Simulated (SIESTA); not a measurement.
SIESTA run on Sb (R-3m, 2 atoms in the cell): self-consistent single point.

Method of the run: GGA PBEsol, numerical atomic orbitals DZP, PseudoDojo PBEsol standard norm-conserving potentials (rewritten from UPF to PSML) (SIESTA 5.4.2).

```xyz
2
Lattice="3.9771 -2.1658 0.0000 3.9771 2.1658 0.0000 2.7977 0.0000 3.5610" Properties=species:S:1:pos:R:3 pbc="T T T"
Sb     2.5581     0.0000     0.8472
Sb     8.2414     0.0000     2.7295
```

Reference input (self-consistent single point, DFT, GGA PBEsol, numerical atomic orbitals DZP, PseudoDojo PBEsol standard norm-conserving potentials (rewritten from UPF to PSML)): XC.functional = GGA; XC.authors = PBEsol; potentials = PseudoDojo PBEsol standard; PAO.BasisSize = DZP; PAO.EnergyShift = 0.01 Ry; MeshCutoff = 300 Ry; kgrid.MonkhorstPack = 9 9 9; OccupationFunction = FD; ElectronicTemperature = 100 meV; MaxSCFIterations = 150; SCF.Mixer.Method = Broyden; SCF.Mixer.Weight = 0.1. This run's input differs from it in these lines:

```diff
@@ -27,5 +27,5 @@
 %block kgrid.MonkhorstPack
-    9   0   0  0.0
-    0   9   0  0.0
-    0   0   9  0.0
+   11   0   0  0.0
+    0  11   0  0.0
+    0   0  11  0.0
 %endblock kgrid.MonkhorstPack
```

Log, with long lists cut:

```
        iscf     Eharris(eV)        E_KS(eV)     FreeEng(eV)     dDmax    Ef(eV) dHmax(eV)
   scf:    1    -4939.552389    -4937.310397    -4937.323207  0.613773 -2.992626  2.832236
   scf:    2    -4937.411555    -4937.361599    -4937.374265  0.016211 -3.030323  2.446290
   scf:    3    -4937.594278    -4937.498853    -4937.510568  0.083417 -3.267236  0.108769
   scf:    4    -4937.500495    -4937.499694    -4937.511398  0.001481 -3.271599  0.079101
   scf:    5    -4937.502051    -4937.501212    -4937.512954  0.003695 -3.270656  0.007644
   [... 2 lines left out ...]
   scf:    8    -4937.501175    -4937.501188    -4937.512967  0.000222 -3.267833  0.001011
   scf:    9    -4937.501178    -4937.501183    -4937.512967  0.000078 -3.267461  0.000151
   scf:   10    -4937.501181    -4937.501182    -4937.512967  0.000012 -3.267416  0.000139
   scf:   11    -4937.501182    -4937.501182    -4937.512967  0.000003 -3.267416  0.000126
SCF Convergence by DM+H criterion
max |DM_out - DM_in|         :     0.0000029015
max |H_out - H_in|      (eV) :     0.0001258590
SCF cycle converged after 11 iterations

Using DM_out to compute the final energy and forces

siesta: E_KS(eV) =            -4937.5012

siesta: E_KS - E_eggbox =     -4937.5012

siesta: Atomic forces (eV/Ang):
     1    0.171758   -0.000000    0.056885
     2   -0.171051    0.000000   -0.056651
   Tot    0.000707    0.000000    0.000234
   Max    0.171758
   Res    0.104247    sqrt( Sum f_i^2 / 3N )
   Max    0.171758    constrained

Stress tensor Voigt[x,y,z,yz,xz,xy] (kbar):       11.56        6.77        7.29       -0.00        1.59        0.00
(Free)E + p*V (eV/cell)    -4937.8400
Target enthalpy (eV/cell)    -4937.5130

siesta: Program's energy decomposition (eV):
siesta: FreeEng =     -4937.512967

   [... lines left out ...]
siesta: Cell volume =         61.345961 Ang**3
siesta:          -8.54058326          0.87033459  kBar
   [... lines left out ...]

              0.126   0.081
   2 15.000   1.596   0.122   0.736   0.750   0.863   0.172   0.166   0.115
              2.006   2.004   2.005   2.005   2.005   0.086   0.118   0.042

              0.126   0.081

mulliken: Qtot =       30.000

Mulliken Atomic Populations:
Atom #   charge [q] valence [e]  Species
     1     0.000099   14.999901  Sb
     2    -0.000099   15.000099  Sb
 Total     0.000000
```

The run converged in 11 iterations. Against the reference run the free energy goes up by 1.9 meV/atom, the pressure hardly changes (-0.84 to -0.85 GPa) and the largest force goes from 0.160 to 0.181 eV/Å.

The starting cell has typed, rounded lattice constants, without a prior relaxation at this level. Its lattice was rescaled by up to half a per cent. One atom was moved a little off its site on purpose. Values carry the incompleteness of an atom-centred basis.

Cost on one core of a shared machine: roughly 40 s.
